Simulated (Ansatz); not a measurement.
All values below come from PBE (plane waves to 420 eV, PAW; Ansatz, an electronic-structure program).

Planar average of the electrostatic potential across the slab, in eV from the highest filled level, for a constructed model of the (000-1) surface of wurtzite CdS (in the relaxation 2 O–S bonds formed; 2 Cd–S bonds broke), S-terminated, 2x2 O adatom at H3 (bottom of the slab: 2 H on 4 bottom sites):

```
z (Å)  V (eV)
-----  ------
3.33     5.86
3.61     5.86
3.89     5.86
4.17     5.86
4.44     5.86
4.72     5.86
5.00     5.86
5.28     5.86
5.56     5.86
5.83     5.86
6.11     5.85
6.39     5.83
6.67     5.80
6.94     5.72
7.22     5.56
7.50     5.14
7.78     4.58
8.06     4.64
8.33     4.45
8.61     3.45
8.89     2.05
9.17     0.81
9.44    -0.26
9.72    -1.49
10.00   -3.24
10.28   -5.51
10.56   -6.29
10.83   -5.69
11.11   -3.87
11.39   -0.40
11.67    2.42
11.94    3.15
12.22    2.65
12.50    0.88
12.78   -1.34
13.06   -3.17
13.33   -4.76
13.61   -6.49
13.89   -6.89
14.17   -5.31
14.44   -3.15
14.72   -0.46
15.00    2.33
15.28    3.29
15.56    2.97
15.83    1.48
16.11   -0.79
16.39   -2.78
16.67   -4.46
16.94   -5.96
17.22   -6.78
17.50   -5.81
17.78   -3.71
18.06   -1.39
18.33    1.22
18.61    2.69
18.89    2.56
19.17    1.66
19.44    0.29
19.72   -1.22
20.00   -2.26
20.28   -2.75
20.56   -3.13
20.83   -3.84
21.11   -4.12
21.39   -3.18
21.67   -1.69
21.94    0.14
22.22    2.38
22.50    4.01
22.78    5.12
23.06    5.87
23.33    6.09
23.61    6.18
23.89    6.21
24.17    6.22
24.44    6.22
24.72    6.23
25.00    6.23
25.28    6.23
25.56    6.23
25.83    6.23
26.11    6.23
26.39    6.23
26.67    6.23
```

Set-up: 35 atoms, 13.8 Å thick at the start with caps and adatoms (thin: gaps and levels are the slab's own); mesh 3x3x1; 0.025 eV smearing; dipole correction on; 8 atoms held, the rest relaxed; symmetry of the start imposed; no spin, no spin-orbit, no U. It is one candidate, not shown to be the stable structure of the face.

**Question.** The surface cell has an area of 61.00 Å². What dipole along the normal does the step between the two vacuum levels imply?

**Answer.** the top vacuum level lies 0.36 eV above the bottom one; p = −ε₀ A ΔV (ε₀ = 0.005526 e/(V·Å)) gives -0.12 e·Å a cell.
